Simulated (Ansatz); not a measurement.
# Quick settings and what they miss: Li2CuSn2 (I4_1/amd, 10 atoms in the cell)

Self-consistent single point.

```
Li2CuSn2
1.0
   -2.16182     2.16182     9.48850
    2.16182    -2.16182     9.48850
    2.16182     2.16182    -9.48850
Li Cu Sn
4 2 4
Direct
  0.82610   0.82610   0.00000
  0.57610   0.07610   0.50000
  0.92390   0.42390   0.50000
  0.17390   0.17390   0.00000
  0.75000   0.25000   0.50000
  0.00000   0.00000   0.00000
  0.32336   0.32336   0.00000
  0.07336   0.57336   0.50000
  0.42664   0.92664   0.50000
  0.67664   0.67664   0.00000
```

Level of theory: PBEsol, default PAW files made with PBE (plane waves; Ansatz, an electronic-structure program).

Base settings: basis.ecutwfc = 420 eV; kpoints.mp_grid.grid = 7 7 7; hamiltonian.xc = pbesol; hamiltonian.pseudopotentials = {kind: paw} (the program's default PAW files); scf.occupations.method = cold; scf.occupations.width = 0.272 eV.

Tight run (finer mesh or higher cutoff; not a proven limit): basis.ecutwfc: 420 eV → 590 eV; kpoints.mp_grid.grid: 7 7 7 → 10 10 10; scf.convergence.dr2_threshold: default (1e-07 eV) → 1e-09 eV. It gave Fermi level (on the code's own zero) 9.46 eV; pressure 2.37 GPa; largest force (vector length) 0.144 eV/Å.

Quick runs, as changes from the base:
- A: the base itself
- B: basis.ecutwfc: 420 eV → 250 eV; kpoints.mp_grid.grid: 7 7 7 → 1 1 1; scf.occupations.method: cold → methfessel_paxton; scf.occupations.width: 0.272 eV → 0.2 eV
- C: basis.ecutwfc: 420 eV → 335 eV; kpoints.mp_grid.grid: 7 7 7 → 2 2 2; scf.occupations.method: cold → fermi_dirac; scf.convergence.dr2_threshold: default (1e-07 eV) → 0.001 eV
- D: basis.ecutwfc: 420 eV → 250 eV; kpoints.mp_grid.grid: 7 7 7 → 6 6 6; kpoints.mp_grid.shift: default → 0.5 0.5 0.5
- E: kpoints.mp_grid.grid: 7 7 7 → 4 4 4; scf.occupations.method: cold → gaussian; scf.occupations.width: 0.272 eV → 0.136 eV; scf.convergence.dr2_threshold: default (1e-07 eV) → 0.0001 eV
- F: basis.ecutwfc: 420 eV → 210 eV; kpoints.mp_grid.grid: 7 7 7 → 8 8 8; scf.occupations.method: cold → fermi_dirac; scf.occupations.width: 0.272 eV → 0.136 eV; kpoints.mp_grid.shift: default → 0.5 0.5 0.5

Energies are extrapolated to zero smearing width, which holds to low order in the width alone.

The count of work is k-points × plane waves × bands × iterations; it is no time. 

Pressures in the table are Ansatz's without its Pulay estimate, at a fixed set of plane waves; the tight run's value above holds the estimate.

The starting cell comes from a database of computed structures (which also holds hypothetical and non-ambient phases and stackings), without a prior relaxation at this level. Its lattice was rescaled by a random factor within 2.5 % of one. Spin polarisation is off.

```tsv
run	energy less tight (meV/atom)	pressure less tight (GPa)	largest miss in a force vector (eV/Å)	count of work / tight
A	1.0	-0.04	0.017	0.19
B	2240.8	-33.64	0.490	0.0019
C	212.5	0.24	0.180	0.010
D	722.4	-44.70	0.128	0.061
E	8.2	0.13	0.066	0.042
F	3542.2	-171.30	0.201	0.13
```

Among the runs at the tight run's level, the energy misses run from 1.0 to 3542.2 meV/atom.

Keys are those of Ansatz 0.2.
